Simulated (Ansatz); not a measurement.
## Hypothetical P-3m1 Ba3As2: tensor shear ε_yz = +3.99 %

The reference is Ba$_{3}$As$_{2}$ (space group P-3m1, No. 164; a = 5.583 Å, c = 7.076 Å; a hypothetical phase, not in the database extracts checked). Axes: x lies along a and z along c of the hexagonal cell.

Now apply this change: tensor shear ε_yz = +3.99 % (engineering shear γ = 0.0798); the atoms relax in the strained cell.

Level of theory: DFT with r2SCAN, PAW potentials and a 500 eV plane-wave cutoff in Ansatz (a first-principles code), no spin-orbit coupling. Settings: 7×7×5 k-points, 0.05 eV Fermi–Dirac smearing.

```csv
quantity,base,changed,shift
volume per atom,38.20 Å³,38.14 Å³,-0.06 Å³
space group,P-3m1 (No. 164),C2/m (No. 12),–
shortest interatomic distance,3.283 Å,3.263 Å,-0.020 Å
energy relative to the base (free energy F),0 meV/atom,+16 meV/atom,+16 meV/atom
"pressure (mean of the normal stresses, compression positive)",0.0 kbar,-0.2 kbar,-0.27 kbar
band gap,0.59 eV,0.56 eV,-0.03 eV
gap character,–,"indirect, Γ → C",–
hole mass,"0.18 mₑ along c, 1.0 mₑ across (at Γ)","0.84 mₑ along x, 1.1 mₑ along y, 0.17 mₑ along z (at Γ)",–
"valence-band top at Γ (three highest levels, from the VBM)","0.00, -1.00, -1.00 eV","0.00, -1.02, -1.06 eV",–
largest internal atomic displacement,–,0.057 Å,–
"stress (xx, yy, zz, yz, xz, xy; compression positive)",–,"(-0.47, 0.45, -0.06, -1.61, 0.00, 0.00) GPa",–
```

Cost of the whole job for the changed cell (relaxation, final SCF and bands): roughly 4 core-minutes.

Effective masses come from finite differences of ±0.01 Å⁻¹. No phonon test of stability was made. k-point labels follow each cell's own Brillouin zone.
